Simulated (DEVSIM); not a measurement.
**abrupt Si p-n junction**

Device: abrupt Si p-n junction, at 300 K.

| layer (left to right) | material | thickness (μm) | Nd (cm⁻³) | Na (cm⁻³) | τn (s) | τp (s) |
|---|---|---|---|---|---|---|
| 1 | Si | 63.0 | - | 2e15 | 0.0003 | 0.0003 |
| 2 | Si | 10.0 | 1.5e14 | - | 0.0003 | 0.0003 |

Left contact: ohmic. Right contact: ohmic. Voltage is applied to the left contact. Recombination: SRH at mid-gap, Auger. Mobility is constant in doping.

Constants are typed, rounded textbook-type inputs, not results; the design itself was drawn at random and stands for no fabricated device. Values at 300 K.

```tsv
parameter	Si
gap (eV)	1.124
affinity (eV)	4.05
permittivity	11.7
Nc (cm⁻³)	2.86e19
Nv (cm⁻³)	3.1e19
μn (cm²/Vs)	1417
μp (cm²/Vs)	470
Cn (cm⁶/s)	2.8e-31
Cp (cm⁶/s)	9.9e-32
```

DEVSIM, 1D drift-diffusion, Boltzmann statistics, complete ionisation; no tunnelling, impact ionisation, image-force lowering or self-heating.

```
Item                                               Value
---------------------------------------------  ---------
Potential step across the device at zero bias    0.560 V
Largest field in the device at zero bias       4800 V/cm
Dark forward voltage at 1 A/cm²                  0.580 V
Dark forward voltage at 100 A/cm²                1.513 V
```

Small-signal capacitance in reverse bias (quasi-static):

```tsv
V (V)	C (nF/cm²)
-0.04	4.61
-0.1	4.38
-0.2	4.05
-0.3	3.79
-0.4	3.57
-0.6	3.23
-0.8	2.97
-1	2.77
-1.3	2.53
-1.6	2.34
-2	2.15
```

Dark forward current:

```csv
V (V),J (A/cm²)
0.05,1.2e-8
0.15,6.2e-7
0.20,4.2e-6
0.30,0.00020
0.40,0.0087
0.45,0.052
0.55,0.64
0.60,1.4
0.70,4.0
0.80,8.7
0.85,12
0.95,20
1.05,30
1.10,36
1.20,49
1.25,57
1.35,72
1.45,89
1.50,98
1.60,120
```
